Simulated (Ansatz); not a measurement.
# A computed series for BN: pressure series

Take BN in the zinc blende structure (space group F-43m, No. 216; a = 3.6247 Å) as the base.

Cell and atoms are relaxed at each pressure.

Level of theory: PBE (Ansatz, a first-principles code), without spin-orbit coupling.

| case | shortest interatomic distance | width of the top valence band | electron mass |
|---|---|---|---|
| base | 1.570 Å | 6.45 eV | 0.91 mₑ along k, 0.30 mₑ across (at X) |
| pressure −2 GPa | 1.572 Å | 6.41 eV | 0.92 mₑ along k, 0.30 mₑ across (at X) |
| pressure −1 GPa | 1.571 Å | 6.43 eV | 0.92 mₑ along k, 0.30 mₑ across (at X) |
| pressure 1.8 GPa | [?] | 6.48 eV | 0.91 mₑ along k, 0.30 mₑ across (at X) |
| pressure 4.2 GPa | 1.564 Å | 6.52 eV | 0.91 mₑ along k, 0.30 mₑ across (at X) |
| pressure 9 GPa | 1.557 Å | [?] | 0.90 mₑ along k, 0.30 mₑ across (at X) |
| pressure 18 GPa | 1.546 Å | 6.77 eV | 0.90 mₑ along k, 0.30 mₑ across (at X) |
| pressure 30 GPa | 1.533 Å | 6.96 eV | 0.89 mₑ along k, 0.30 mₑ across (at X) |
| pressure 45 GPa | 1.518 Å | 7.18 eV | 0.87 mₑ along k, 0.29 mₑ across (at X) |
| pressure 60 GPa | 1.504 Å | 7.39 eV | 0.87 mₑ along k, 0.29 mₑ across (at X) |

**Question.** What belongs in the blanks?

**Answer.** 
- pressure 1.8 GPa, shortest interatomic distance: 1.567 Å
- pressure 9 GPa, width of the top valence band: 6.61 eV

The levels and masses belong to the bands next to the band gap. Load acts through the strain it causes; cell and atoms are relaxed under it. Effective masses come from finite differences of ±0.01 Å⁻¹. Along k means along the line from Γ to the band edge. No phonon test of stability was made. No other phases were tried under pressure.
